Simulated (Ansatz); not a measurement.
Take MoSi2 (space group I4/mmm, No. 139; a = 3.190 Å, c = 7.821 Å) as the base.

Method: PBEsol, PAW, 420 eV (Ansatz, an electronic-structure program; no SOC).

One change was made to it. Results:

The c/a ratio drops by 0.011, from 2.451 to 2.440; the volume per atom grows by 0.09 Å³ to 13.36 Å³; the band gap remains zero.

Problem. Which of these changes matches the shifts?
A) Si → Ge
B) Mo → W
C) Mo → Cu

Solution. B, Mo → W. For comparison, the volume per atom in the other runs: Si → Ge gives 14.83 Å³; Mo → Cu gives 13.57 Å³.

No phonon test of stability was made. As relaxed here, CuSi2 is a hypothetical phase, not in the database extracts checked. For MoGe2 in this form, whether it has been made was not checked. The final runs are not spin-polarised. An odd electron count without spin: CuSi2.
